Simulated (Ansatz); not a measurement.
A (5,0) gold nanotube, relaxed period 4.547 Å, atoms relaxed at each strain.

| strain | energy (meV a period) | axial force (nN) |
|---|---|---|
| -0.015 | +24.0 | -1.14 |
| +0.015 | +21.6 | +1.00 |

Method: PBE (plane waves to 420 eV, PAW; Ansatz, a quantum-chemistry and plane-wave program). Mesh 1×1×14. No spin polarisation. Periodic along z alone, with about 11 Å of vacuum beside it. A hypothetical model, rolled from the flat sheet. Symmetry and one short period hold its shape; lower forms weren't sought. Values not marked SOC lack spin–orbit coupling. Buckling under compression is shut out by symmetry and the short period. Energies are free energies at a Fermi–Dirac width of 0.05 eV, from the unstrained cell.

Mean diameter 4.90 Å.

Problem. Work out the axial stiffness dF/dε in two ways, and what it means for a modulus.

Solution. From the forces: (+1.00 − (-1.14))/0.030 = 71.3 nN. From the energies: (E₊ + E₋)/(ε² c) = 0.0456 eV/(0.015² × 4.547 Å) = 44.57 eV/Å = 71.4 nN. The two agree to within 1 %. Spread over the circumference π × 4.90 Å, the force value is a sheet stiffness of 46 N/m.
